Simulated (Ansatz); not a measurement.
**Ni under a change: Ni interstitial (started 1.73 Å from the nearest host atom), symmetric start**

Take a 12-atom supercell of Ni in the fcc (Cu type) structure (space group Fm-3m, No. 225; a = 3.463 Å; ferromagnetic) at its relaxed geometry as the base.

It is then changed as follows: a neutral Ni interstitial (started 1.73 Å from the nearest host atom), symmetric start, atoms relaxed at fixed cell.

Calculations: PBEsol/PAW in Ansatz (an electronic-structure program), scalar-relativistic without spin-orbit coupling. k-mesh 8×6×8 (Γ-centred); smearing 0.05 eV (Fermi–Dirac).

```csv
quantity,base,changed,shift
pressure,-0.1 GPa,45.4 GPa,+45.44 GPa
largest displacement of a host atom from its site in the perfect cell,–,0.28 Å,–
final site of the added atom,–,6 Ni at 2.00 Å (octahedral),–
```

Other magnetic orders, which the real material may have, were not ruled out. In so small a cell the defect repeats every few ångströms: this is an ordered compound, not a dilute defect. The defect started on the symmetric site and kept its symmetry, so it may sit on a saddle. The defect cell is spin-polarised and ends with 7.1 μB.
